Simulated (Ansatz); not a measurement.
An Ansatz (an electronic-structure program) run: WC with a change (tensor shear ε_xz = +0.29 %); plane-wave PAW DFT at the r2SCAN level (Ansatz, 500 eV), without spin-orbit coupling.

Input:

Ansatz 0.2 input:
```yaml
crystal:
  lattice:
    - [2.9126779478, 0, 0.008446766]
    - [-1.4563389739, 2.5224530958, -0.004223383]
    - [0.0082225372, 0, 2.8353576397]
  atoms:
    - { symbol: W, position: [0, 0, 0] }
    - { symbol: C, position: [0.3333333333, 0.6666666667, 0.5] }
basis: { ecutwfc: 500, ecutrho_ratio: 4, xc_grid: 4, fft_grid_basis: typed }
kpoints: { mp_grid: { grid: [23, 23, 20] } }
hamiltonian:
  xc: r2scan
  dispersion: none
  pseudopotentials: { kind: paw }
scf: { occupations: { method: fermi_dirac, width: 0.1 }, convergence: { dr2_threshold: 0.0000000002 } }
relax: { f_tol: 0.005, max_steps: 50 }
output: { forces: true, stress: true }
checkpoint: { write: state.ck, write_every: 1000 }
```

Output (explanatory and most iteration lines left out):

```
Relaxation: its limit of steps is 50 (relax.max_steps)
Pseudopotential: W, paw, valence charge 14
Pseudopotential: C, paw, valence charge 4
Crystal: 2 atoms, lattice volume = 20.831 Å³
Basis set: ecut = 500 eV, 539 PW (Γ), exchange–correlation on 96×96×96 points (64 copies of the dense FFT grid, shifted against one another)
Bands: 13, of which v1, the nominal top of the filled ones, is band 9 counted from 1 (8 counted from 0)
Symmetry: 2 space group operations
Space group: C2 (ITA 5), of the structure as read, at distance tolerance 2.8e-5 Å
k-points: 2772 of 10580 (time reversal used)
Functional: x = r2scan, c = r2scan; τ floored in thin density (d = 2e-4 eV/Å³)
SCF iter   1: F=—  HF=-10649.251211 eV  |F-HF|=—  |Δ(HF+E_count)|=         —  Δρ=1.05e-2  dr2=9.15e-3  dr2_τ=1.81e-1  ethr=1.77e-3  ⟨swp⟩=5.8  Hψ=196370  notcnv=0
SCF iter   2: F=—  HF=-10649.323085 eV  |F-HF|=—  |Δ(HF+E_count)|=   7.19e-2  Δρ=6.59e-3  dr2=3.34e-3  dr2_τ=5.83e-4  ethr=5.08e-5  ⟨swp⟩=2.0  Hψ=83163  notcnv=0
SCF 1 converged in 8 iterations: F = -10649.326757 eV  dr2 = 3.87e-11
relax step   1: F+E_penalty+E_count = -10649.32675742 eV  Δ(F+E_penalty+E_count) = +0.000e0 eV  max|allowed force component| = 9.818e-4 eV/Å  Δτ_max = 0.0000 Å  (8 SCF iters, accepted)
Crystal: 2 atoms, lattice volume = 20.831 Å³
SCF iter   1: F=—  HF=-10649.326757 eV  |F-HF|=—  |Δ(HF+E_count)|=         —  Δρ=5.58e-7  dr2=3.87e-11  dr2_τ=1.23e-11  ethr=1.00e-12  ⟨swp⟩=2.1  Hψ=214464  notcnv=0
SCF iter   2: F=-10649.326757 eV  HF=-10649.326757 eV  |F-HF|=1.09e-11  |Δ(HF+E_count)|=  2.36e-11  Δρ=2.73e-7  dr2=7.33e-12  dr2_τ=7.01e-13  ethr=1.00e-12  ⟨swp⟩=4.0  Hψ=109797  notcnv=0
SCF 2 converged in 2 iterations: F = -10649.326757 eV  dr2 = 7.33e-12
SCF converged after 2 iterations
Free energy (F): -10649.326757 eV
Internal energy: -10649.317830 eV  (E = F + TS)
E sigma→0 (E₀):  -10649.322294 eV
Entropy (-TS):   -0.008927 eV (-4.464 meV/atom)
Fermi energy:    20.398452 eV
--- Forces (eV/Å), atoms counted from 1 ---
  atom   1  W     -0.00000000     0.00098182     0.00000000
  atom   2  C     -0.00000000    -0.00098187    -0.00000000
--- Stress (GPa, compression-positive) ---
        0.020500       0.000000      -1.828205
        0.000000       0.008322      -0.000000
       -1.828205      -0.000000       0.016912
  P = ⅓ Tr σ = 0.0152 GPa (0.152 kbar)
--- Relaxed structure (1 steps of the walk, 1 accepted, 0 SCFs on fresh bases) ---
  atoms:
    - { symbol: W, position: [1.3877787807814455e-17, 0.0, 6.018531076210112e-36] }
    - { symbol: C, position: [0.33333333335, 0.6666666667, 0.49999999999999994] }
```

The cells carry an imposed strain or load. Stability against distortions was not tested. All final runs are without spin polarisation. The cell was made from WC (space group P-6m2, No. 187) by this change: tensor shear ε_xz = +0.29 %.
